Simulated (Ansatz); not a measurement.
```
CELL_PARAMETERS angstrom
      4.65183     0.00000     0.00000
      0.00000     4.65183     0.00000
      2.32592    -2.32592     3.15223
ATOMIC_POSITIONS crystal
  In 0.00000 0.00000 0.00000
  Sb 0.75000 0.75000 0.50000
```

No spin polarisation.

Level of theory: LDA (Ansatz, a quantum-chemistry and plane-wave program; PAW; 420 eV plane waves; without spin-orbit coupling). k-mesh 13×13×13 (Γ-centred); smearing 0.05 eV (Fermi–Dirac).

Q: Predict the space group and pressure.

A: The space group comes out as I-4m2 (No. 119) and the pressure (mean of the normal stresses, compression positive) is -0.8 GPa.

The cells carry an imposed strain or load. Whether these cells are dynamically stable was not tested. The cell was made from InSb in the zinc blende structure (space group F-43m, No. 216) by this change: biaxial strain +2.00 %, plane normal [001], relaxed out of plane.
